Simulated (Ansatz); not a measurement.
System: ReS (model structure, started from the WC type, P-6m2, No. 187, 2 atoms in the cell). Method: LDA (PAW; Ansatz, a first-principles code).

Numerical settings: plane-wave cutoff 520 eV, 24×24×18 k mesh (along the axes of the cell as run), Fermi–Dirac smearing 0.05 eV, no spin polarisation, scalar-relativistic PAW data made under PBE.

Cell (relaxed at this level):

```cif
data_ReS
_chemical_formula_sum 'Re1 S1'
_space_group_name_H-M_alt 'P 1'
_space_group_IT_number 1
_cell_length_a 2.93418
_cell_length_b 2.93418
_cell_length_c 3.56994
_cell_angle_alpha 90.000
_cell_angle_beta 90.000
_cell_angle_gamma 120.000
loop_
_space_group_symop_operation_xyz
  'x, y, z'
loop_
_atom_site_label
_atom_site_type_symbol
_atom_site_fract_x
_atom_site_fract_y
_atom_site_fract_z
_atom_site_occupancy
Re1 Re 0.00000 0.00000 0.00000 1
S1 S 0.66667 0.33333 0.50000 1
```

Task: What does this level give for the bulk modulus B0?

Result: 
bulk modulus B0: 266 GPa

Note: the run has no spin polarisation, so it can have missed a magnetic state; the bulk modulus is −V dP/dV from two relaxed cells at ±2 % in volume; the relaxation could raise the start's symmetry but not lower it, so the cell can be a saddle point.

Spin–orbit coupling is not included; it can open a gap where bands touch, and shift volumes and moduli.

Static lattice: no zero-point or thermal effects.

A model structure was made by putting elements into a prototype or built by hand; it is no filed structure, need not be a known phase, and can be a saddle point held by its symmetry.
